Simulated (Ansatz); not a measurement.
Consider TiC in the rock salt structure (space group Fm-3m, No. 225; a = 4.293 Å; relaxed with 0.1 eV smearing). Axes: x, y, z lie along the cube axes.

Level of theory: PBEsol, PAW, 420 eV (Ansatz, a first-principles code; spin-orbit coupling left out).

Modification: tensor shear ε_xy = +1.43 % (engineering shear γ = 0.0286), atoms relaxed at fixed cell.

Q: Predict the stress tensor and what it implies for the stiffness.

A: Stress of the strained cell less that of the base (GPa, compression positive):
```
    0.1    -5.0     0.0
   -5.0     0.1     0.0
    0.0     0.0     0.0
```

Then −Δσ/γ with γ = 2ε = 0.0286 gives secant stiffness values (nonlinear terms included at this strain): C66 ≈ 173 GPa.

As a check, the harmonic strain energy −½ V₀ Δσ:ε is 4.4 meV/atom; the computed energy rise is 4.4 meV/atom.

Whether these cells are dynamically stable was not tested. The final runs are not spin-polarised.
